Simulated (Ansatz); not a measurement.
Take Ag in the fcc (Cu type) structure (space group Fm-3m, No. 225; relaxed with 0.1 eV smearing) as the base.

```
Ag
1.0
    0.00000     2.02691     2.02691
    2.02691     0.00000     2.02691
    2.02691     2.02691     0.00000
Ag
1
Direct
  0.00000   0.00000   0.00000
```

Computed with PBEsol (Ansatz, a quantum-chemistry and plane-wave program; PAW; 420 eV plane waves; scalar-relativistic without spin-orbit coupling).

Strains are applied to the cell and any free atomic positions relax.

One change was made to it. Results:

```tsv
quantity	base	after
energy relative to the base (free energy F)	0 meV/atom	+13 meV/atom
pressure	0.0 GPa	6.1 GPa
```

Q: Which change produced these results?
A) isotropic strain +1.50 %
B) isotropic strain +3.00 %
C) isotropic strain −0.50 %
D) isotropic strain −1.50 %
E) isotropic strain −2.00 %

A: D, isotropic strain −1.50 %. For comparison, the energy relative to the base in the other runs: isotropic strain +3.00 % gives +44 meV/atom; isotropic strain +1.50 % gives +12 meV/atom; isotropic strain −2.00 % gives +24 meV/atom; isotropic strain −0.50 % gives +1.4 meV/atom.

Whether these cells are dynamically stable was not tested.
